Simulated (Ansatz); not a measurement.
The structure below was relaxed with Kohn–Sham DFT with the r2SCAN functional, run in Ansatz (a first-principles code) with PAW and 500 eV plane waves, spin-orbit coupling left out.

Space group Fm-3m (No. 225); a = 4.641 Å, b = 4.641 Å, c = 4.641 Å, α = 90.00°, β = 90.00°, γ = 90.00°

```
atom  site  symmetry       x       y       z
----  ----  --------  ------  ------  ------
C       4a      m-3m  0.0000  0.0000  0.0000
Hf      4b      m-3m  0.5000  0.5000  0.5000
```

**Question.** Write out a cell with all atoms.

**Answer.** 
```xyz
8
Lattice="4.6407 0.0000 0.0000 0.0000 4.6407 0.0000 0.0000 0.0000 4.6407" Properties=species:S:1:pos:R:3 pbc="T T T"
C      0.0000     0.0000     0.0000
Hf     2.3203     0.0000     0.0000
C      0.0000     2.3203     2.3203
Hf     2.3203     2.3203     2.3203
C      2.3203     0.0000     2.3203
Hf     0.0000     0.0000     2.3203
C      2.3203     2.3203     0.0000
Hf     0.0000     2.3203     0.0000
```
This is the conventional cell.

No phonon test of stability was made. All final runs are without spin polarisation. The cell was made from HfN by this change: N → C.
